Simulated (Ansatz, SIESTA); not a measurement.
## Code comparison for Zn2GaCuSe4 (I-42m, 8 atoms in the cell)

Relaxation of cell and atoms.

```
Zn2GaCuSe4
1.0
   -2.85330     2.85330     5.68208
    2.85330    -2.85330     5.68208
    2.85330     2.85330    -5.68208
Zn Ga Cu Se
2 1 1 4
Direct
  0.75000   0.25000   0.50000
  0.25000   0.75000   0.50000
  0.50000   0.50000   0.00000
  0.00000   0.00000   0.00000
  0.12590   0.12590   0.49750
  0.87410   0.37160   0.00000
  0.62840   0.62840   0.50250
  0.37160   0.87410   0.00000
```

Shared settings, as Ansatz (a program for electronic structure) writes them: kpoints.mp_grid.grid = 3 3 3; scf.occupations.method = fermi_dirac; scf.occupations.width = 0.02 eV. Potentials and cutoffs stand in the table.

| code | model | final volume (Å³/atom) | gap on the mesh (eV) | cutoff |
|---|---|---|---|---|
| Ansatz | LDA (PW92), PAW files made with PBE | 21.16 | 0.601 | 420 eV |
| SIESTA | LDA PW92, numerical atomic orbitals DZP, PseudoDojo LDA standard norm-conserving potentials (rewritten from UPF to PSML) | 21.68 | 0.728 | grid 350 Ry |

Gaps are read on the mesh.

The spread over the programs that give each value: final volume within 0.52 Å³/atom; gap on the mesh within 0.127 eV.

SIESTA uses small atom-centred bases, whose incompleteness enters pressures, forces and empty levels differently from a plane-wave cutoff. The programs treat the finite-basis stress differently while the cell relaxes: Ansatz adds an estimate of it.

The starting cell comes from a database of computed structures (which also holds hypothetical and non-ambient phases and stackings), without a prior relaxation at this level.

Keys are those of Ansatz 0.2.
